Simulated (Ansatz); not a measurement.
Start from MgTe in the wurtzite structure (space group P6_3mc, No. 186).

```
CELL_PARAMETERS angstrom
      4.60888     0.00000     0.00000
     -2.30444     3.99141     0.00000
      0.00000     0.00000     7.50008
ATOMIC_POSITIONS crystal
  Mg 0.33333 0.66667 0.99978
  Mg 0.66667 0.33333 0.49978
  Te 0.33333 0.66667 0.37622
  Te 0.66667 0.33333 0.87622
```

All numbers come from PBE (Ansatz, a first-principles code, PAW, without spin-orbit coupling).

For the base:

| Property | Result |
|---|---|
| Pressure | -0.1 kbar |

It is then changed as follows: an isotropic linear strain of +3.00 %, atoms relaxed at fixed cell.

Problem. What happens to the energy relative to the base?

Solution. The energy increases by 27 meV/atom.

Problem. How does this affect the pressure?

Solution. The pressure (mean of the normal stresses, compression positive) falls by 24.95 kbar, from -0.1 kbar to -25.0 kbar.

No phonon test of stability was made.
